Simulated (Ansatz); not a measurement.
The reference is Ag in the fcc (Cu type) structure (space group Fm-3m, No. 225; a = 4.0538 Å; relaxed with 0.1 eV smearing). Axes: x, y, z lie along the cube axes.

All numbers come from PBEsol (Ansatz, a quantum-chemistry and plane-wave program), without spin-orbit coupling.

Before the change:

The pressure is 0.0 GPa. The volume per atom comes out as 16.65 Å³.

One thing is altered: tensile biaxial strain of 1.25 % in the plane normal to [111], as in epitaxy on a mismatched substrate; the out-of-plane cell vector and the atoms relax.

Q: Predict the new pressure.

A: The pressure (mean of the normal stresses, compression positive) goes from zero to -1.5 GPa.

Q: What does the calculation give for the volume per atom after the change?

A: The volume per atom grows by 0.24 Å³ to 16.89 Å³.

Whether these cells are dynamically stable was not tested.
